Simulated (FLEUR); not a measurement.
FLEUR run on ScIr3 (Pm-3m, 4 atoms in the cell): self-consistent single point.

Level of theory: LDA (Perdew-Zunger), all-electron FLAPW (FLEUR), scalar-relativistic valence.

The change in words: lattice scaled by 0.98. Reference geometry:
```
CELL_PARAMETERS angstrom
      3.84833     0.00000     0.00000
      0.00000     3.84833     0.00000
      0.00000     0.00000     3.84833
ATOMIC_POSITIONS crystal
  Sc 0.00000 0.00000 0.00000
  Ir 0.00000 0.50000 0.50000
  Ir 0.50000 0.00000 0.50000
  Ir 0.50000 0.50000 0.00000
```

Reference input (self-consistent single point, DFT, LDA (Perdew-Zunger), all-electron FLAPW (FLEUR), scalar-relativistic valence): Kmax = 4.2 1/bohr; GmaxXC = 14.7 1/bohr; xcFunctional = pz; jspins = 1; l_soc = F; mode = hist; fermiSmearingEnergy = 0.00499791 Htr; mesh (inpgen div1-3) = 6 6 6; inpgen gamma flag = true; Gmax = 14.7 1/bohr; numbands = 0; maxIterBroyd = 25. This run's input differs from it in these lines:

```diff
@@ -6,3 +6,3 @@
 0.0000000000 0.0000000000 1.0000000000
-7.2722916269
+7.1268450763
 1.0 1.0 1.0
@@ -46,5 +46,5 @@
          <bravaisMatrix>
-            <row-1>    7.2722916269000004     0.0000000000000000     0.0000000000000000</row-1>
-            <row-2>    0.0000000000000000     7.2722916269000004     0.0000000000000000</row-2>
-            <row-3>    0.0000000000000000     0.0000000000000000     7.2722916269000004</row-3>
+            <row-1>    7.1268450763000004     0.0000000000000000     0.0000000000000000</row-1>
+            <row-2>    0.0000000000000000     7.1268450763000004     0.0000000000000000</row-2>
+            <row-3>    0.0000000000000000     0.0000000000000000     7.1268450763000004</row-3>
          </bravaisMatrix>
```

Output (repeated stretches shortened):

```
 Iteration:     1   Distance:      14.66309325 me/bohr^3
 Iteration:     2   Distance:      13.30277793 me/bohr^3
 Iteration:     3   Distance:       7.67418831 me/bohr^3
 Iteration:     4   Distance:       3.59233833 me/bohr^3
 Iteration:     5   Distance:       3.25095572 me/bohr^3
   [... 7 lines left out ...]
 Iteration:    13   Distance:       0.00027810 me/bohr^3
 Iteration:    14   Distance:       0.00002359 me/bohr^3
 Iteration:    15   Distance:       0.00002938 me/bohr^3
 Iteration:    16   Distance:       0.00000110 me/bohr^3
 Run finished successfully
 Stop message:
   Structural relaxation: Done

[file out, last iteration]
             iter=     17
[...]
          total density-effective poten   -9.5024491083E+04
          total charge density-energy d   -1.0549784778E+03
 Updated energy parameters for spin:           1
[...]
 fermi energy and band-weighting factors:
    1.100129    1.100129    1.136793

[...]
FERMIE:
          first approx. to ef    (T=0)  :   0.629212 htr   (energy of the highest occ. eigenvalue)
          number of occ. states  (T=0)  :        554
          first approx. to seigv (T=0)  : -10.365108 htr
          sum of weights of occ. states :  28.041667
          sum of semicore charge        :   0.000000 e
FERHIS:  Fermi-Energy by histogram:
          bandgap                     :   0.002376 htr
   [... lines left out ...]
          charge neutrality (T=0)     :   0.083333    (zero if the highest occ. eigenvalue is "entirely" occupied)
     EF_NEWTON:  Adjust Fermi-Energy by Newton-Method.
 Direct bandgap for spin            1 :    3.9736500094571525E-003  Htr
 ---->    free energy=                    -54306.9079653907 htr
   [... lines left out ...]
      extrapolation for T->0
 ---->    total electron energy=          -54306.9042775930 htr
 ***** TOTAL FORCES ON ATOMS *****
 TOTAL FORCE FOR ATOM TYPE=  1  X=  0.000   Y=  0.000   Z=  0.000
                       FX_TOT= 0.000000 FY_TOT= 0.000000 FZ_TOT= 0.000000
 TOTAL FORCE FOR ATOM TYPE=  2  X=  0.000   Y=  3.563   Z=  3.563
                       FX_TOT= 0.000000 FY_TOT= 0.000000 FZ_TOT= 0.000000
 Structural relaxation: Done
```

The run converged in 16 iterations. FLEUR gives forces in its relaxation mode, with a further iteration, so its stop message speaks of a relaxation. Against the reference run the free energy rises by 90.5 meV/atom.

The starting cell comes from a database of computed structures (which also holds hypothetical and non-ambient phases and stackings), without a prior relaxation at this level. Its lattice was rescaled by a random factor within 2.5 % of one. For this run, on top of that: lattice scaled by 0.98. Spin-orbit coupling is off. Spin polarisation is off. Values depend on the basis (sphere radii, cutoffs, local orbitals), which need not be converged. The log's line on a gap gives a spacing of levels on this mesh, which the program prints for metals too.

Cost on one core of a shared machine: roughly 40 s.
